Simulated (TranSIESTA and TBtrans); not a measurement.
**Sn chain with a H atom beside one bond**

Device: Sn chain with a H atom beside one bond. Leads: straight Sn chain, spacing 2.75 Å. Geometry: 3 atoms about the centre moved by SIESTA (PBE, DZP) to a largest force of 0.02 eV/Å, all others as built.

Computed with TranSIESTA and TBtrans, PBE, DZP numerical orbitals (energy shift 0.15 eV), PseudoDojo norm-conserving scalar-relativistic potentials, mesh cutoff 200 Ry, 300 K, no spin polarisation, no spin-orbit coupling; self-consistent non-equilibrium Green functions.

| Property | Value |
|---|---|
| Conductance at 300 K (G0 = 2e²/h) | 2.48 |
| Mean T from −0.5 to 0.5 eV | 2.41 |

Energies count from the leads' Fermi level. Transmissions are for one spin of a degenerate pair. The energy step is 0.01 eV; narrower resonances are cut or missed.

```tsv
E (eV)	T	lead channels
-2.00	0.73	1
-1.90	0.82	1
-1.80	0.88	1
-1.70	0.92	1
-1.60	0.95	1
-1.50	0.97	1
-1.40	0.98	1
-1.30	0.99	1
-1.20	0.99	1
-1.10	1.00	1
-1.00	1.00	1
-0.90	1.00	1
-0.80	1.22	band edge
-0.70	1.84	3
-0.60	1.98	3
-0.50	2.10	3
-0.40	2.22	3
-0.30	2.32	3
-0.20	2.40	3
-0.10	2.45	3
0.00	2.48	3
0.10	2.49	3
0.20	2.49	3
0.30	2.48	3
0.40	2.48	3
0.50	2.49	3
0.60	2.49	3
0.70	2.51	3
0.80	2.52	3
0.90	2.55	3
1.00	2.58	3
1.10	2.62	3
1.20	2.65	3
1.30	2.69	3
1.40	2.73	3
1.50	2.76	3
1.60	2.79	3
1.70	2.82	3
1.80	2.84	3
1.90	2.86	3
2.00	2.88	3
```

The straight chain is held at its spacing; free chains may zigzag or dimerise. No spin-polarised start was tried, so a magnetic state, if there is one, is missed.
